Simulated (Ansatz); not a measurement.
Results of PBE in Ansatz (PAW) for Bi₄Te₃ (R-3m, No. 166, 7 atoms in the cell; start COD 9011203).

Run with plane-wave cutoff 520 eV, 10×10×10 k mesh, Fermi–Dirac smearing 0.01 eV, scalar-relativistic PAW data made under PBE.

Cell (relaxed at this level):

```xyz
7
Lattice="2.2537 1.3012 14.3338 -2.2537 1.3012 14.3338 0.0000 -2.6024 14.3338" Properties=species:S:1:pos:R:3 pbc="T T T"
Bi     0.0000     0.0000    30.6790
Bi     0.0000     0.0000    12.3225
Bi     0.0000     0.0000     6.3382
Bi     0.0000     0.0000    36.6633
Te     0.0000     0.0000     0.0000
Te     0.0000     0.0000    18.0483
Te     0.0000     0.0000    24.9532
```

**Question.** Predict the band gap, direct gap at Γ and bulk modulus B0.

**Answer.** 
* **band gap**: 0.10 eV (on the SCF k mesh)
* **direct gap at Γ**: 0.88 eV
* **bulk modulus B0**: 26.6 GPa

Note: the relaxation could not lower the start's symmetry, so the cell can be a saddle point above a distorted one; the bulk modulus is −V dP/dV from two relaxed cells at ±2 % in volume.

Spin–orbit coupling is not included; it can close the smallest gap of 0.10 eV.

The computed numbers hold no vibrational or temperature effects.

Ansatz is a quantum-chemistry and plane-wave program.
